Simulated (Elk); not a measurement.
Worked example: self-consistent single point of Ga3Se (P1, 4 atoms in the cell) in Elk.

Method of the run: Elk with PBEsol, all-electron FP-LAPW, Elk's shipped species files, default APW+lo basis.

```
CELL_PARAMETERS angstrom
      4.43246     0.00000     0.00000
      0.00000     4.43246     0.00000
      0.00000     0.00000     4.43246
ATOMIC_POSITIONS crystal
  Ga 0.96558 0.49720 0.50791
  Ga 0.52907 0.00293 0.48654
  Ga 0.50181 0.51582 0.00018
  Se 0.00353 0.98405 0.00537
```

Reference input (self-consistent single point, DFT, PBEsol, all-electron FP-LAPW, Elk's shipped species files, default APW+lo basis): xctype = 22; stype = 0; swidth = 0.00183747 Ha; ngridk = 4 4 4; maxscl = 100. This run's input differs from it in these lines:…

```diff
@@ -35,3 +35,3 @@
 ngridk
-  4 4 4
+  1 1 1
```

Output (repeated stretches shortened):

```
│ Self-consistent loop started │
│ Loop number : 1 │
 total energy                :     -8263.09740609
│ Loop number : 2 │
 total energy                :     -8263.10677002
RMS change in Kohn-Sham potential (target) :   0.1442940389     (  0.1000000000E-05)
Absolute change in total energy (target)   :   0.9363932493E-02 (  0.1000000000E-03)
│ Loop number : 3 │
 total energy                :     -8262.97151667
RMS change in Kohn-Sham potential (target) :   0.1418408786     (  0.1000000000E-05)
Absolute change in total energy (target)   :   0.1329123649     (  0.1000000000E-03)
│ Loop number : 4 │
   [... lines left out ...]
Absolute change in total energy (target)   :   0.3588279406E-01 (  0.1000000000E-03)
│ Loop number : 98 │
 total energy                :     -8255.75340514
RMS change in Kohn-Sham potential (target) :   0.1758174584E-01 (  0.1000000000E-05)
Absolute change in total energy (target)   :   0.3699592526E-03 (  0.1000000000E-03)
│ Loop number : 99 │
 total energy                :     -8255.07549371
RMS change in Kohn-Sham potential (target) :   0.3028132249E-01 (  0.1000000000E-05)
Absolute change in total energy (target)   :   0.6780039189     (  0.1000000000E-03)
│ Loop number : 100 │
Reached self-consistent loops maximum

Energies :
 Fermi                       :     0.237791029013
 total energy                :     -8255.81097312

Density of states at Fermi energy :    1113.111483
 (states/Hartree/unit cell)

Estimated indirect band gap :   0.1495141749
 from k-point      1 to k-point      1
Estimated direct band gap   :   0.1495141749
 at k-point      1

Charges :
 core                        :    72.00000000
 valence                     :    55.00000000
 interstitial                :    6.144334141
 muffin-tins (core leakage)
  species :    1 (Ga)
   atom    1                 :    29.51996837     (  0.7567409870E-03)
   atom    2                 :    29.54435852     (  0.7592970243E-03)
   atom    3                 :    29.52820149     (  0.7579879439E-03)
  species :    2 (Se)
   atom    1                 :    32.26313748     (  0.5775653025E-04)
 total in muffin-tins        :    120.8556659
 total calculated charge     :    126.9694773
 total charge                :    127.0000000
 error                       :   0.3052270738E-01

│ Self-consistent loop stopped │
```

The run ended unconverged after 100 iterations. 

The starting cell comes from a database of computed structures (which also holds hypothetical and non-ambient phases and stackings), without a prior relaxation at this level. Its atoms were displaced at random from the sites of space group no. 221. Values depend on the basis (sphere radii, cutoffs, local orbitals), which need not be converged.
